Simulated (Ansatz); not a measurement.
# BeTe: biaxial strain −0.83 %, plane normal [111], relaxed out of plane

Take BeTe in the zinc blende structure (space group F-43m, No. 216; a = 5.554 Å) as the base. Axes: x, y, z lie along the cube axes.

The change: compressive biaxial strain of 0.83 % in the plane normal to [111], as in epitaxy on a mismatched substrate; the out-of-plane cell vector and the atoms relax.

Computed with LDA (Ansatz, an electronic-structure program), no spin-orbit coupling. Γ-centred 10×10×10 mesh, Fermi–Dirac width 0.05 eV.

* **Volume per atom**: 21.14 Å³ (base 21.42 Å³)
* **Space group**: R3m (No. 160) (base F-43m (No. 216))
* **Shortest interatomic distance**: 4.520 bohr (base 4.545 bohr)
* **Energy relative to the base (free energy F)**: +1.4 meV/atom
* **Band gap**: 1.72 eV (base 1.79 eV)
* **Gap character**: indirect, Γ → F
* **Smallest direct gap**: 3.44 eV (base 3.59 eV)
* **Valence-band top at Γ (three highest levels, from the VBM)**: 0.00, 0.00, -0.11 eV (base 0.00, 0.00, 0.00 eV)
* **Valley order (the lowest conduction-band minima on the path, energy above the VBM, named in the base's zone)**: X along [100] 1.72 eV; L along [1-11] 3.14 eV (base X along ⟨100⟩ 1.79 eV; L along ⟨111⟩ 3.18 eV)
* **Out-of-plane strain**: +0.36 %
* **Ratio −ε⊥/ε∥**: 0.43

Spin-orbit coupling, missing from the scalar runs, can matter with Te. Stability against distortions was not tested. Labels are those of the standard path for the cell's own space group.
